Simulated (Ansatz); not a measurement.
Functionals compared on the (310) surface of bcc W in its 1x1 cell, outermost plane spacing 1.01 Å in the ideal cut, in Ansatz (plane waves, PAW). The structure was relaxed with PBE; the other rows are single points on it, each with its references at the same level. Cutoff 420 eV (500 eV for r2SCAN).

Slab: 11 atoms, 10.1 Å thick at the start (thin: gaps and levels are the slab's own); k 12x8x1, smearing 0.1 eV, dipole-corrected; all atoms relaxed; held to the part of the start's symmetry that mesh and held atoms allow; no spin, no spin-orbit, no U. These notes are the PBE run's.

| functional | surface energy (J/m²) | work function of the top face (eV) | rough cost of the single point |
|---|---|---|---|
| PBE | 3.76 | 4.05 | – |
| LDA | ___ | ___ | about 2.5 core-minutes (a rough figure) |
| PBEsol | 4.09 | 4.15 | very roughly 2.3 core-minutes |
| RPBE | 3.58 | 3.91 | around 2.5 core-minutes (rough) |
| r2SCAN | 4.08 | 4.05 | roughly 4 core-minutes |

Task: Complete the blanks.

Result: 
- LDA, surface energy (J/m²): 4.16
- LDA, work function of the top face (eV): 4.35

Ansatz is a first-principles code.
